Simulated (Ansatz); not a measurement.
## Effect of N → B on HfN

The parent structure is HfN in the rock salt structure (space group Fm-3m, No. 225; a = 4.5255 Å).

The change: every N is replaced by B; the structure is relaxed again.

Calculations: Ansatz (a program for electronic structure), r2SCAN, PAW, cutoff 500 eV, no SOC. Settings: 17×17×17 k-points, 0.05 eV Fermi–Dirac smearing, for the changed cell.

| quantity | base | changed | shift |
|---|---|---|---|
| volume per atom | 11.59 Å³ | 14.04 Å³ | +2.459 Å³ |
| density | 13.80 g/cm³ | 11.19 g/cm³ | -2.604 g/cm³ |
| lattice parameter a | 4.525 Å | 4.825 Å | +0.300 Å |
| space group | Fm-3m (No. 225) | Fm-3m (No. 225) | – |
| shortest interatomic distance | 2.263 Å | 2.413 Å | +0.150 Å |
| band gap | zero | zero | – |

Cost of the whole job for the changed cell (relaxation, final SCF and bands): roughly 80 core-seconds.

No phonon test of stability was made. The final runs are not spin-polarised. An odd electron count without spin: HfB and HfN.
